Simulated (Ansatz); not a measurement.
# Effect of biaxial strain +1.80 %, plane normal [001], relaxed out of plane on SiO2

The reference is SiO$_{2}$ in the rutile structure (space group P4_2/mnm, No. 136; a = 4.236 Å, c = 2.690 Å). Axes: x, y, z lie along a, b, c of the conventional cell.

Perturbation: biaxial strain +1.80 %, plane normal [001], relaxed out of plane (Cartesian); in-plane vectors clamped, the third vector and the atoms free.

Method: Kohn–Sham DFT with the PBE functional, run in Ansatz (a first-principles code) with PAW and 420 eV plane waves, no spin-orbit coupling. Γ-centred 8×8×12 mesh, Fermi–Dirac width 0.05 eV.

| quantity | base | changed | shift |
|---|---|---|---|
| pressure (mean of the normal stresses, compression positive) | 0.01 GPa | -4.73 GPa | -4.74 GPa |
| band gap | 5.04 eV | 4.80 eV | -0.24 eV |
| gap character | direct at Γ | direct at Γ | – |
| width of the top valence band | 2.56 eV | 2.47 eV | -0.09 eV |
| electron mass | 0.36 mₑ along c, 0.45 mₑ across (at Γ) | 0.36 mₑ out of plane, 0.43 mₑ in plane (at Γ) | – |
| hole mass | 1.9 mₑ along c, 1.1 mₑ across (at Γ) | 2.5 mₑ out of plane, 0.97 mₑ in plane (at Γ) | – |
| valence-band top at Γ (three highest levels, from the VBM) | 0.00, -0.85, -0.85 eV | 0.00, -0.82, -0.82 eV | – |
| out-of-plane strain | – | -0.87 % | – |
| ratio −ε⊥/ε∥ | – | 0.48 | – |
| mean in-plane stress (compression positive) | – | -7.1 GPa | – |

Effective masses come from finite differences of ±0.01 Å⁻¹. No phonon test of stability was made.
